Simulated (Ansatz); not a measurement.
This concerns the formation energy of O_i in Al (fcc, Fm-3m). Reaction: 64 Al (fcc) + 1/2 O2 (gas) → cell A.

Cell A: a supercell of 64 sites of Al (fcc, Fm-3m) with O off the lattice sites (6 Al at 2.11 Å); spin state with PBE: run without spin, k-point mesh 4×4×4.
```yaml
crystal:
  lattice:
    - [11.42999, 0.00000, 0.00000]
    - [5.71499, 9.89866, 0.00000]
    - [5.71499, 3.29955, 9.33255]
  atoms:
    - { symbol: Al, position: [0.00002, 0.99998, 0.99998] }
    - { symbol: Al, position: [0.00002, 0.99998, 0.25002] }
    - { symbol: Al, position: [0.99814, 0.00186, 0.49977] }
    - { symbol: Al, position: [0.99814, 0.00186, 0.75023] }
    - { symbol: Al, position: [0.00002, 0.25002, 0.99998] }
    - { symbol: Al, position: [0.99988, 0.24988, 0.24988] }
    - { symbol: Al, position: [0.00044, 0.25044, 0.49956] }
    - { symbol: Al, position: [0.99988, 0.24988, 0.75035] }
    - { symbol: Al, position: [0.99814, 0.49977, 0.00186] }
    - { symbol: Al, position: [0.00044, 0.49956, 0.25044] }
    - { symbol: Al, position: [0.00044, 0.49956, 0.49956] }
    - { symbol: Al, position: [0.99814, 0.49977, 0.75023] }
    - { symbol: Al, position: [0.99814, 0.75023, 0.00186] }
    - { symbol: Al, position: [0.99988, 0.75035, 0.24988] }
    - { symbol: Al, position: [0.99814, 0.75023, 0.49977] }
    - { symbol: Al, position: [0.00022, 0.74993, 0.74993] }
    - { symbol: Al, position: [0.24965, 0.00012, 0.00012] }
    - { symbol: Al, position: [0.24977, 0.00186, 0.24814] }
    - { symbol: Al, position: [0.25007, 0.99978, 0.50007] }
    - { symbol: Al, position: [0.24977, 0.00186, 0.75023] }
    - { symbol: Al, position: [0.24977, 0.24814, 0.00186] }
    - { symbol: Al, position: [0.24956, 0.25044, 0.25044] }
    - { symbol: Al, position: [0.24956, 0.25044, 0.49956] }
    - { symbol: Al, position: [0.24977, 0.24814, 0.75023] }
    - { symbol: Al, position: [0.25007, 0.50007, 0.99978] }
    - { symbol: Al, position: [0.24956, 0.49956, 0.25044] }
    - { symbol: Al, position: [0.25007, 0.50007, 0.50007] }
    - { symbol: Al, position: [0.24430, 0.49430, 0.75570] }
    - { symbol: Al, position: [0.24977, 0.75023, 0.00186] }
    - { symbol: Al, position: [0.24977, 0.75023, 0.24814] }
    - { symbol: Al, position: [0.24430, 0.75570, 0.49430] }
    - { symbol: Al, position: [0.24430, 0.75570, 0.75570] }
    - { symbol: Al, position: [0.50044, 0.99956, 0.99956] }
    - { symbol: Al, position: [0.50023, 0.00186, 0.24814] }
    - { symbol: Al, position: [0.50023, 0.00186, 0.49977] }
    - { symbol: Al, position: [0.50044, 0.99956, 0.75044] }
    - { symbol: Al, position: [0.50023, 0.24814, 0.00186] }
    - { symbol: Al, position: [0.50035, 0.24988, 0.24988] }
    - { symbol: Al, position: [0.50023, 0.24814, 0.49977] }
    - { symbol: Al, position: [0.49993, 0.25022, 0.74993] }
    - { symbol: Al, position: [0.50023, 0.49977, 0.00186] }
    - { symbol: Al, position: [0.50023, 0.49977, 0.24814] }
    - { symbol: Al, position: [0.50570, 0.49430, 0.49430] }
    - { symbol: Al, position: [0.50570, 0.49430, 0.75570] }
    - { symbol: Al, position: [0.50044, 0.75044, 0.99956] }
    - { symbol: Al, position: [0.49993, 0.74993, 0.25022] }
    - { symbol: Al, position: [0.50570, 0.75570, 0.49430] }
    - { symbol: Al, position: [0.49993, 0.74993, 0.74993] }
    - { symbol: Al, position: [0.75012, 0.00012, 0.00012] }
    - { symbol: Al, position: [0.74998, 0.99998, 0.25002] }
    - { symbol: Al, position: [0.75012, 0.00012, 0.49965] }
    - { symbol: Al, position: [0.74956, 0.99956, 0.75044] }
    - { symbol: Al, position: [0.74998, 0.25002, 0.99998] }
    - { symbol: Al, position: [0.74998, 0.25002, 0.25002] }
    - { symbol: Al, position: [0.75186, 0.24814, 0.49977] }
    - { symbol: Al, position: [0.75186, 0.24814, 0.75023] }
    - { symbol: Al, position: [0.75012, 0.49965, 0.00012] }
    - { symbol: Al, position: [0.75186, 0.49977, 0.24814] }
    - { symbol: Al, position: [0.74978, 0.50007, 0.50007] }
    - { symbol: Al, position: [0.75186, 0.49977, 0.75023] }
    - { symbol: Al, position: [0.74956, 0.75044, 0.99956] }
    - { symbol: Al, position: [0.75186, 0.75023, 0.24814] }
    - { symbol: Al, position: [0.75186, 0.75023, 0.49977] }
    - { symbol: Al, position: [0.74956, 0.75044, 0.75044] }
    - { symbol: O, position: [0.37500, 0.62500, 0.62500] }
```

Reference: Al (fcc, Fm-3m), 64 atoms in the cell, the relaxed perfect crystal repeated, atoms not moved again, k-point mesh 4×4×4 on the run's own vectors.

Reference: an isolated O2 molecule (triplet) in a box of 11 × 11 × 13 Å.

All numbers come from Ansatz (a program for electronic structure), plane waves with PAW, its default PAW set, cutoff 420 eV. The structures are at rest with PBE, within the held lattices. Neutral cells; Fermi-Dirac smearing of at most 0.10 eV in the solids, energies taken to zero width. Larger cells are relaxed from a start prepared with the learned potential CHGNet, on a coarser mesh till forces fall under 0.03 eV/Å, which some starts already meet. A dispersion term (D3(BJ), or D4 for r2SCAN) was computed beside these levels and is taken off wherever the name lacks it. Static lattices, no vibrational contributions. Cells are local rest points, mostly with their start's symmetry. Values are for these cell sizes. Mesh and cell size may move defect energies by 0.1 eV or more. Cell A has symmetry Fm-3m within 0.02 Å and got no random move, so less symmetric positions, which may lie lower, weren't tried.

Question: Estimate the value that PBE returns for this input.

Answer: -1.79 eV, for 64 Al (fcc) + 1/2 O2 (gas) → cell A.
